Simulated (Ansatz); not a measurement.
The starting structures come from a database of crystals and need not be the phases stable at ambient conditions.

 Where the default PAW files enter, the runs use the earlier of Ansatz's two default sets.

Tunnelling through a barrier is set by its complex band structure: the current falls as exp(−2κd) with the smallest κ.

Given:

```yaml
crystal:
  lattice:
    - [4.92835, 0.00000, 0.00000]
    - [2.46418, 8.18891, 0.00000]
    - [0.00000, 1.48302, 4.69992]
  atoms:
    - { symbol: K, position: [0.64194, 0.71612, 0.64194] }
    - { symbol: K, position: [0.35806, 0.28388, 0.35806] }
    - { symbol: Mg, position: [0.00000, 0.00000, 0.00000] }
    - { symbol: Cl, position: [0.83967, 0.32066, 0.83967] }
    - { symbol: Cl, position: [0.16033, 0.67934, 0.16033] }
    - { symbol: Cl, position: [0.50000, 0.00000, 0.00000] }
    - { symbol: Cl, position: [0.00000, 0.00000, 0.50000] }
```

Space group of this cell: I4/mmm. The cell is taken as given.

Transport runs along the normal of the first two printed cell vectors, the (101) plane of the conventional cell.

No gap correction and no spin-orbit coupling; mid-gap values are interpolated between computed energies.

State the band gap and the smallest decay constant κ at mid-gap according to r2SCAN (Ansatz, a quantum-chemistry and plane-wave program).

Gap 5.71 eV on a 6×6×6 mesh; κ = 0.419 1/Å, at the zone centre.
